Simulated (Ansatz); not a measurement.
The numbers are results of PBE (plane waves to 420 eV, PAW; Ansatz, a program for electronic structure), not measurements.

Planar average of the electrostatic potential across the slab, in eV from the Fermi level, for the (210) surface of fcc Ni, ferromagnetic in its 1x1 cell, outermost plane spacing 0.79 Å in the ideal cut:

(z (Å), V (eV)): (3.83, 4.49); (4.12, 4.49); (4.42, 4.49); (4.71, 4.49); (5.01, 4.48); (5.30, 4.48); (5.59, 4.47); (5.89, 4.44); (6.18, 4.39); (6.48, 4.27); (6.77, 4.04); (7.07, 3.55); (7.36, 2.43); (7.66, -0.67); (7.95, -4.91); (8.24, -8.69); (8.54, -11.30); (8.83, -11.48); (9.13, -11.47); (9.42, -11.31); (9.72, -10.09); (10.01, -10.23); (10.31, -9.85); (10.60, -9.92); (10.89, -10.72); (11.19, -10.16); (11.48, -10.48); (11.78, -10.71); (12.07, -10.03); (12.37, -10.64); (12.66, -10.35); (12.96, -10.09); (13.25, -10.71); (13.54, -10.09); (13.84, -10.35); (14.13, -10.64); (14.43, -10.03); (14.72, -10.71); (15.02, -10.48); (15.31, -10.16); (15.61, -10.72); (15.90, -9.92); (16.19, -9.85); (16.49, -10.23); (16.78, -10.09); (17.08, -11.31); (17.37, -11.47); (17.67, -11.48); (17.96, -11.30); (18.26, -8.69); (18.55, -4.91); (18.84, -0.67); (19.14, 2.43); (19.43, 3.55); (19.73, 4.04); (20.02, 4.27); (20.32, 4.39); (20.61, 4.44); (20.91, 4.47); (21.20, 4.48); (21.49, 4.48); (21.79, 4.49); (22.08, 4.49); (22.38, 4.49); (22.67, 4.49)

Set-up: 14 atoms, 10.2 Å thick at the start (thin: gaps and levels are the slab's own); mesh 12x10x1; 0.1 eV smearing; dipole correction on; all atoms relaxed; held to the part of the start's symmetry that mesh and held atoms allow; spin-polarised, no spin-orbit, no U.

The vacuum level lies 4.49 eV above the Fermi level over the top face and 4.49 eV above it under the bottom face.
